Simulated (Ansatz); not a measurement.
Consider the following.

```yaml
crystal:
  lattice:
    - [3.34553, 0.00000, 0.00000]
    - [-1.67276, 2.89731, 0.00000]
    - [0.00000, 0.00000, 11.94826]
  atoms:
    - { symbol: Hf, position: [0.33333, 0.66667, 0.39942] }
    - { symbol: Hf, position: [0.66667, 0.33333, 0.60058] }
    - { symbol: Hf, position: [0.66667, 0.33333, 0.89942] }
    - { symbol: Hf, position: [0.33333, 0.66667, 0.10058] }
    - { symbol: C, position: [0.00000, 0.00000, 0.50000] }
    - { symbol: C, position: [0.00000, 0.00000, 0.00000] }
    - { symbol: S, position: [0.66667, 0.33333, 0.25000] }
    - { symbol: S, position: [0.33333, 0.66667, 0.75000] }
```

These are PBEsol, DFPT electron-phonon coupling, linearised Boltzmann equation (plane waves, PAW, scalar-relativistic; Ansatz, an electronic-structure program) values and carry that method's errors. Cell: relaxed with this functional, without spin-orbit coupling.

**Question.** Predict the intrinsic resistivity at 300 K.

**Answer.** 10.5 (x), 10.5 (y), 17.3 (z) μΩ·cm.

**Question.** How long is the mean free path there?

**Answer.** 26 (x), 26 (y), 25 (z) nm, weighted by the current that each state carries. Wires not much wider than this gain resistivity from their walls.

A metal at this level (no band gap). Only scattering by harmonic phonons is included (no impurities, grain boundaries, electron-electron scattering or thermal expansion). Spin-orbit coupling is left out, which matters with elements this heavy. Halving the electron mesh (28x28x8) moves the resistivity by up to 11 % at 300 K, the mean free path by up to 6 %. Smearing 0.20 eV; phonons on a 5x5x2 q mesh, which this run doesn't test.

Computed structure with no diffraction record at hand here (it may be known, metastable or hypothetical): Hf2CS (P6_3/mmc).
